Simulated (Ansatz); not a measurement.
A self-consistent single point of KNa₂ (Fd-3m, 6 atoms in the cell) with Ansatz (a first-principles code)

Computed with PBE (plane waves, PAW; Ansatz).

Input:

Ansatz 0.2 input:
```yaml
crystal:
  lattice:
    - [0.000000, 4.882874, 4.882874]
    - [4.882874, 0.000000, 4.882874]
    - [4.882874, 4.882874, 0.000000]
  atoms:
    - { symbol: Na, position: [0.125000, 0.125000, 0.125000] }
    - { symbol: Na, position: [0.625000, 0.125000, 0.125000] }
    - { symbol: Na, position: [0.125000, 0.625000, 0.125000] }
    - { symbol: Na, position: [0.125000, 0.125000, 0.625000] }
    - { symbol: K, position: [0.750000, 0.750000, 0.750000] }
    - { symbol: K, position: [0.500000, 0.500000, 0.500000] }
basis:
  ecutwfc: 420.0 eV
kpoints:
  mp_grid: { grid: [5, 5, 5] }
hamiltonian:
  xc: pbe
  pseudopotentials: { kind: paw }
scf:
  occupations: { method: methfessel_paxton, width: 0.05 eV }
output:
  forces: true
  eigenvalues: true
  stress: true
```

Log, with long lists cut:

```
WARN ansatz: RAYON_NUM_THREADS=1 ignored (pool sized by the plan → 1); use --threads N
Pseudopotentials: kind: paw
Pseudopotential: Na, paw, valence charge 9
Pseudopotential: K, paw, valence charge 9
Crystal: 6 atoms, lattice volume = 232.839 Å³
Basis set: ecut = 420 eV, 4573 PW (Γ), exchange–correlation on 96×96×96 points (8 copies of the dense FFT grid, shifted against one another)
Bands: 33, of which v1, the nominal top of the filled ones, is band 27 counted from 1 (26 counted from 0)
Symmetry: 48 space group operations
Space group: Fd-3m (ITA 227), of the structure as read, at distance tolerance 6.2e-5 Å
k-points: 10 of 125
Initial density: superposition of atomic densities (neutral atoms: chi_scale 0, normalization atom), corrected by the library's trained network
Initial wavefunctions: pseudopotential atomic-orbital guess
Eigensolver: davidson
Functional: x = pbe(κ = 0.804, μ = 0.2195149727645171), c = pbe(β = 0.06672455060314922)
SCF iter   1: F=—  HF=-9021.015000 eV  |F-HF|=—  |Δ(HF+E_count)|=         —  Δρ=6.18e-4  dr2=3.64e-3  ethr=1.77e-3  ⟨swp⟩=7.0  Hψ=1512  notcnv=0
all-band conjugate gradients solve this SCF's bands
preconditioner: auto → Kerker (q_TF=auto, 2.139 Å⁻¹)
SCF iter   2: F=—  HF=-9021.013196 eV  |F-HF|=—  |Δ(HF+E_count)|=   1.80e-3  S|Δr|=    0.00e0  Δρ=4.05e-4  dr2=2.08e-3  ethr=6.74e-6  ⟨swp⟩=2.0  Hψ=589  notcnv=0  defer=1
SCF iter   3: F=—  HF=-9021.012898 eV  |F-HF|=—  |Δ(HF+E_count)|=   2.98e-4  S|Δr|=    0.00e0  Δρ=2.58e-4  dr2=4.68e-4  ethr=3.86e-6  ⟨swp⟩=2.0  Hψ=344  notcnv=0  defer=1
SCF iter   4: F=—  HF=-9021.012749 eV  |F-HF|=—  |Δ(HF+E_count)|=   1.50e-4  S|Δr|=    0.00e0  Δρ=8.36e-5  dr2=5.60e-5  ethr=8.67e-7  ⟨swp⟩=3.0  Hψ=537  notcnv=0  defer=1
SCF iter   5: F=—  HF=-9021.012636 eV  |F-HF|=—  |Δ(HF+E_count)|=   1.13e-4  S|Δr|=    0.00e0  Δρ=4.81e-5  dr2=6.77e-6  ethr=1.04e-7  ⟨swp⟩=2.0  Hψ=406  notcnv=0  defer=1
SCF iter   6: F=—  HF=-9021.012634 eV  |F-HF|=—  |Δ(HF+E_count)|=   1.29e-6  S|Δr|=    0.00e0  Δρ=1.59e-5  dr2=1.19e-6  ethr=1.25e-8  ⟨swp⟩=1.5  Hψ=326  notcnv=0  defer=1
SCF iter   7: F=-9021.012634 eV  HF=-9021.012634 eV  |F-HF|=1.03e-9  |Δ(HF+E_count)|=   5.87e-8  S|Δr|=    0.00e0  Δρ=4.79e-6  dr2=3.97e-8  ethr=1.85e-10  ⟨swp⟩=6.7  Hψ=1595  notcnv=0
SCF 1 converged in 7 iterations: F = -9021.012634 eV  dr2 = 3.97e-8
SCF converged after 7 iterations
Stability not checked (fill_not_monotonic)
Free energy (F): -9021.012634 eV
Harris-Foulkes:  -9021.012634 eV  (|F-HF|=1.03e-9)
Internal energy: -9021.012039 eV  (E = F + TS)
E sigma→0 (E₀):  -9021.012485 eV
Entropy (-TS):   -0.000596 eV (-0.099 meV/atom)
Fermi energy:    2.944595 eV
Step filling:    the computed levels leave a gap of 0.0141 eV = 0.3 smearing widths
--- Per-component energies (eV) ---
  E_band       = -1184.979085
  E_kinetic    = 989.016891
  E_local      = -7092.174490  (includes V_loc(G=0)·N_el)
  E_nonlocal   = 487.211519
  E_hartree    = 2587.303186
  E_xc         = -423.136966
  E_vxc        = -526.134423  (∫ρ·V_xc dr)
  E_paw        = -2616.485863  (= ΣΔE_a)
  E_vpaw       = -217.504048  (= ΣTr[D̂ρ^β])
  E_aug_tail   = -0.000128  (compensation charges beyond the density's cutoff)
  E_ewald      = -2952.746187
  E_smearing   = -0.000596  (= −TS)
  E_closure    = -0.000000  (closes the sum)
  Σ components = -9021.012634   (vs F -9021.012634, Δ=0.00e0)
--- Forces (eV/Å), atoms counted from 1 ---
  atom   1  Na     0.00000000    -0.00000000    -0.00000000
   [... zero for the other atoms too ...]
  max |Σ_I F_I| component: 5.78e-18 eV/Å
--- Stress (GPa, compression-positive) ---
        1.832393       0.000000       0.000000
       -0.000000       1.832393       0.000000
        0.000000      -0.000000       1.832393
  P = ⅓ Tr σ = 1.8324 GPa (18.324 kbar)
  The stress holds the Pulay correction. Without it, at fixed plane waves, as pw.x and ABINIT print it: P = 1.8307 GPa
--- Band table (eV; the first three rows and the last of 10) ---
  k-point 0: bands = ["-50.1077", "-50.1039", "-50.1039", "-50.1039", "-28.9291", "-28.9181", "-22.0678", "-22.0499", "-22.0499", "-22.0499", "-22.0440", "-22.0440", "-22.0209", "-22.0209", "-22.0209", "-22.0006", "-22.0006", "-22.0006", "-12.4558", [...]
  k-point 1: bands = ["-50.1074", "-50.1042", "-50.1039", "-50.1039", "-28.9283", "-28.9189", "-22.0639", "-22.0484", "-22.0484", "-22.0483", "-22.0428", "-22.0428", "-22.0230", "-22.0230", "-22.0209", "-22.0060", "-22.0012", "-22.0012", "-12.4580", [...]
  k-point 2: bands = ["-50.1069", "-50.1047", "-50.1039", "-50.1039", "-28.9267", "-28.9205", "-22.0586", "-22.0470", "-22.0470", "-22.0408", "-22.0374", "-22.0374", "-22.0288", "-22.0288", "-22.0209", "-22.0190", "-22.0022", "-22.0022", "-12.4613", [...]
  k-point 9: bands = ["-50.1063", "-50.1053", "-50.1039", "-50.1039", "-28.9250", "-28.9222", "-22.0501", "-22.0464", "-22.0444", "-22.0396", "-22.0374", "-22.0362", "-22.0310", "-22.0271", "-22.0269", "-22.0211", "-22.0055", "-22.0042", "-12.4686", [...]
```

The run converged in 7 iterations.

The starting cell was generated: these elements placed on a structure prototype, without a prior relaxation; it need not be a known phase or ordering of this composition. Its lattice was rescaled by a random factor within 2.5 % of one. Ansatz's pressure includes its estimate of the finite-basis (Pulay) stress.
